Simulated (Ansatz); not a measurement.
**Sn, response to strain**

Start from Sn in the diamond structure (space group Fd-3m, No. 227; a = 6.4745 Å; relaxed with 0.1 eV smearing).

Strains are applied to the cell and any free atomic positions relax.

Level of theory: Ansatz (a first-principles code), LDA, PAW, cutoff 420 eV, no spin-orbit coupling.

Candidates:
(a) isotropic strain +1.50 %
(b) isotropic strain −1.00 %
(c) isotropic strain +2.50 %

Notes on the quantities. energy relative to the base: free energy F.

Problem. Order them by energy relative to the base, highest first.

Solution. (c) isotropic strain +2.50 % (+24 meV/atom), (a) isotropic strain +1.50 % (+9.1 meV/atom), (b) isotropic strain −1.00 % (+4.4 meV/atom)

Whether these cells are dynamically stable was not tested.
